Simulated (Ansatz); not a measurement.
System: Be3N2 (R3m, No. 160, 5 atoms in the cell; start mp-1070456; a measured phase of this formula has another space group). Method: PBE0 (plane waves, PAW; Ansatz, a quantum-chemistry and plane-wave program).

Run with plane-wave cutoff 460 eV, 10×10×10 k mesh, Fermi–Dirac smearing 0.01 eV, scalar-relativistic PAW data made under PBE.

The cell is the one relaxed with PBEsol. Conventional cell: a = 2.8351 Å, b = 2.8351 Å, c = 14.5583 Å, α = 90.00°, β = 90.00°, γ = 120.00°.

```xyz
5
Lattice="1.4176 0.8184 4.8528 -1.4176 0.8184 4.8528 0.0000 -1.6369 4.8528" Properties=species:S:1:pos:R:3 pbc="T T T"
Be     0.0000     0.0000     2.0538
Be     0.0000     0.0000     9.9339
Be     0.0000     0.0000    13.2642
N      0.0000     0.0000    11.5858
N      0.0000     0.0000     4.2444
```

List the 10 lowest band energies at Γ above −25 eV (eV, relative to the valence band maximum), grouping those that round alike.

At Γ: -18.09, -15.74, -8.26, -1.24 (×2), -0.43, 0.00 (×2), 8.35, 10.22.

Note: the run warned that its exchange threshold was loose for the stress; cell and atoms aren't relaxed at this level (pressure -1.6 GPa).

A start named mp-… is a Materials Project structure, which need not be a measured phase.
